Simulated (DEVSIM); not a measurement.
Structure: abrupt In0.53Ga0.47As n-p junction, at 300 K.

```
layer (left to right)        material  thickness (μm)  Nd (cm⁻³)  Na (cm⁻³)  τn (s)  τp (s)
---------------------  --------------  --------------  ---------  ---------  ------  ------
1                      In0.53Ga0.47As            35.0     1.5e15          -  1.1e-9  1.1e-9
2                      In0.53Ga0.47As           0.420          -     3.4e15  1.1e-9  1.1e-9
```

Left contact: ohmic. Right contact: ohmic. Voltage is applied to the left contact. Recombination: SRH at mid-gap, radiative, Auger. Mobility is μmin + (μ − μmin)/(1 + (N/Nref)^α).

Constants are typed, rounded textbook-type inputs, not results; the design itself was drawn at random and stands for no fabricated device. Values at 300 K.

| parameter | In0.53Ga0.47As |
|---|---|
| gap (eV) | 0.74 |
| affinity (eV) | 4.51 |
| permittivity | 13.9 |
| Nc (cm⁻³) | 2.1e17 |
| Nv (cm⁻³) | 7.7e18 |
| μn (cm²/Vs) | 12000 |
| μp (cm²/Vs) | 300 |
| μn,min | 300 |
| μp,min | 10 |
| Nref,n | 1.3e17 |
| Nref,p | 4.9e17 |
| αn | 0.48 |
| αp | 0.4 |
| B (cm³/s) | 9.6e-11 |
| Cn (cm⁶/s) | 5e-29 |
| Cp (cm⁶/s) | 5e-29 |

DEVSIM, 1D drift-diffusion, Boltzmann statistics, complete ionisation; no tunnelling, impact ionisation, image-force lowering or self-heating.

The thickness of layer 2 was swept, all else fixed.

```csv
thickness of layer 2 (μm),dark forward voltage at 100 A/cm² (V),dark forward voltage at 1 A/cm² (V),largest field in the device at zero bias (V/cm)
0.084,0.429,0.163,11000
0.15,0.441,0.174,10000
0.25,0.456,0.192,10000
0.42,0.474,0.212,9900
0.71,0.490,0.230,9900
1.3,0.508,0.245,9900
2.1,0.526,0.256,9900
```

From the first row to the last the dark forward voltage at 100 A/cm² goes from 0.429 to 0.526. From the first row to the last the dark forward voltage at 1 A/cm² goes from 0.163 to 0.256.
